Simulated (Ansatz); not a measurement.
A self-consistent single point of Al (P6_3/mmc, 2 atoms in the cell) with Ansatz (a first-principles code)

Computed with LDA (PW92), default PAW files made with PBE (plane waves; Ansatz).

The input file:

Ansatz 0.2 input:
```yaml
crystal:
  lattice:
    - [2.820897, 0.000000, 0.000000]
    - [-1.410449, 2.442969, 0.000000]
    - [0.000000, 0.000000, 4.881451]
  atoms:
    - { symbol: Al, position_ang: [1.410450, 0.814322, 3.661088] }
    - { symbol: Al, position_ang: [-0.000002, 1.628647, 1.220363] }
basis:
  ecutwfc: 30.9 Ry
kpoints:
  mp_grid: { grid: [13, 13, 7] }
hamiltonian:
  xc: lda
  pseudopotentials: { kind: paw }
scf:
  occupations: { method: gaussian, width: 0.0073 Ry }
output:
  forces: true
  eigenvalues: true
  stress: true
```

Log, with long lists cut:

```
WARN the atoms were moved onto the symmetric positions of the space group found under crystal.symmetry.tolerance 1.0e-5 (fractional …
WARN ansatz: RAYON_NUM_THREADS=1 ignored (pool sized by the plan → 1); use --threads N
Pseudopotentials: kind: paw
Pseudopotential: Al, paw, valence charge 3
Crystal: 2 atoms, lattice volume = 33.640 Å³
Basis set: ecut = 420.4159175005146 eV, 665 PW (Γ)
Bands: 7, of which v1, the nominal top of the filled ones, is band 3 counted from 1 (2 counted from 0)
Symmetry: 24 space group operations
Space group: P63/mmc (ITA 194), of the structure as read, at distance tolerance 3.2e-5 Å
k-points: 84 of 1183
PAW frozen core: Al, regenerated for the run's functional, and the local potential with it
Initial density: superposition of atomic densities (neutral atoms: chi_scale 0, normalization atom), corrected by the library's trained network
Initial wavefunctions: pseudopotential atomic-orbital guess
Eigensolver: davidson
Functional: x = slater, c = lda
SCF iter   1: F=—  HF=-1025.664530 eV  |F-HF|=—  |Δ(HF+E_count)|=         —  Δρ=3.75e-3  dr2=5.01e-3  ethr=1.77e-3  ⟨swp⟩=5.3  Hψ=4841  notcnv=0
all-band conjugate gradients solve this SCF's bands
preconditioner: auto → none
SCF iter   2: F=—  HF=-1025.663356 eV  |F-HF|=—  |Δ(HF+E_count)|=   1.17e-3  Δρ=2.33e-3  dr2=2.02e-3  ethr=8.35e-5  ⟨swp⟩=1.0  Hψ=1268  notcnv=0
SCF iter   3: F=—  HF=-1025.662556 eV  |F-HF|=—  |Δ(HF+E_count)|=   8.00e-4  Δρ=1.10e-4  dr2=2.87e-6  ethr=3.36e-5  ⟨swp⟩=2.0  Hψ=816  notcnv=0
SCF iter   4: F=—  HF=-1025.662553 eV  |F-HF|=—  |Δ(HF+E_count)|=   2.48e-6  Δρ=1.42e-5  dr2=8.13e-8  ethr=4.78e-8  ⟨swp⟩=2.1  Hψ=810  notcnv=0
iter 5 did not close the SCF: its close was put off for the readings that it lacked (scf_convergence_deferred on its scf_iter line)
SCF iter   5: F=-1025.662553 eV  HF=-1025.662553 eV  |F-HF|=3.86e-10  |Δ(HF+E_count)|=   2.90e-8  Δρ=1.64e-6  dr2=1.00e-9  ethr=1.36e-9  ⟨swp⟩=1.3  Hψ=645  notcnv=0
SCF iter   6: F=-1025.662553 eV  HF=-1025.662553 eV  |F-HF|=2.27e-13  |Δ(HF+E_count)|=  2.46e-10  Δρ=4.87e-8  dr2=8.55e-13  ethr=1.67e-11  ⟨swp⟩=2.1  Hψ=2111  notcnv=0
SCF 1 converged in 6 iterations: F = -1025.662553 eV  dr2 = 8.55e-13
SCF converged after 6 iterations
Free energy (F): -1025.662553 eV
Harris-Foulkes:  -1025.662553 eV  (|F-HF|=2.27e-13)
Internal energy: -1025.658552 eV  (E = F + TS)
E sigma→0 (E₀):  -1025.660553 eV
Entropy (-TS):   -0.004001 eV (-2.001 meV/atom)
Fermi energy:    7.548109 eV
--- Per-component energies (eV) ---
  E_band       = 19.127380
  E_kinetic    = 45.099473
  E_local      = 17.754483  (includes V_loc(G=0)·N_el)
  E_nonlocal   = 22.023833
  E_hartree    = 0.208283
  E_xc         = -78.421611
  E_vxc        = -58.265561  (∫ρ·V_xc dr)
  E_paw        = -886.418253  (= ΣΔE_a)
  E_vpaw       = -7.901408  (= ΣTr[D̂ρ^β])
  E_aug_tail   = -0.000008  (compensation charges beyond the density's cutoff)
  E_ewald      = -146.016187
  E_core_change = 0.111433  (= ΣΔE_core)
  E_smearing   = -0.004001  (= −TS)
  E_closure    = 0.000000  (closes the sum)
  Σ components = -1025.662553   (vs F -1025.662553, Δ=0.00e0)
--- Forces (eV/Å), atoms counted from 1 ---
  atom   1  Al    -0.00000000     0.00000000     0.00000000
  atom   2  Al     0.00000000    -0.00000000     0.00000000
  max |Σ_I F_I| component: 6.94e-18 eV/Å
--- Stress (GPa, compression-positive) ---
       -2.849923      -0.000000       0.000000
       -0.000000      -2.849923       0.000000
        0.000000       0.000000      -5.002270
  P = ⅓ Tr σ = -3.5674 GPa (-35.674 kbar)
  The stress holds the Pulay correction. Without it, at fixed plane waves, as pw.x and ABINIT print it: P = -3.6313 GPa
--- Band table (eV; the first three rows and the last of 84) ---
  k-point 0: bands = ["-3.4307", "2.4685", "2.8042", "18.5380", "18.7428", "18.7428", "19.0169"]
  k-point 1: bands = ["-3.3044", "1.0424", "4.4543", "16.3768", "18.8388", "18.8388", "19.1206"]
  k-point 2: bands = ["-2.9263", "-0.3080", "6.4758", "13.7074", "19.1235", "19.1235", "19.4224"]
  k-point 83: bands = ["4.4497", "5.1539", "6.2398", "6.4161", "7.3323", "7.4022", "15.2684"]
```

The run converged in 6 iterations.

The starting cell comes from a database of computed structures (which also holds hypothetical and non-ambient phases and stackings), without a prior relaxation at this level. Its lattice was rescaled by up to half a per cent. With a pressure of about -4 GPa the cell is away from its equilibrium volume at this level. Ansatz's pressure includes its estimate of the finite-basis (Pulay) stress.
